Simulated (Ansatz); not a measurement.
Results of PBEsol (Ansatz, a quantum-chemistry and plane-wave program, plane waves, PAW) for KTaO₃ (model structure, started from the 2H-BaNiO3 type, P6₃/mmc, No. 194, 10 atoms in the cell).

Run with plane-wave cutoff 500 eV, 12×12×8 k mesh (along the axes of the cell as run), Fermi–Dirac smearing 0.05 eV, scalar-relativistic PAW data made under PBE.

Cell (relaxed at this level):

KTaO₃ has the hexagonal space group P6₃/mmc (No. 194), Pearson symbol hP10. Cell: a = b = 6.0345 Å, c = 5.3698 Å, α = β = 90.00°, γ = 120.00°. K on 2d is coordinated by 6 O at 3.028 Å and 6 O at 3.346 Å. Ta on 2a is surrounded by 6 O at 2.004 Å (octahedral). O on 6h is coordinated by 2 Ta at 2.004 Å and 2 K at 3.028 Å and 2 K at 3.346 Å. (Neighbours: up to the widest gap in distance over summed covalent radii, below 1.35, at either atom; cation-cation and far metal-metal contacts left out.)

Question: What does this level give for the band gap?

Answer: 
band gap: 2.13 eV (on the SCF k mesh)

Note: the relaxation could raise the start's symmetry but not lower it, so the cell can be a saddle point.

Spin–orbit coupling is not included.

Computed values are for the static lattice.

Cost on a shared machine: around 7 core-minutes (rough).

A model structure was made by putting elements into a prototype or built by hand; it is no filed structure, need not be a known phase, and can be a saddle point held by its symmetry.
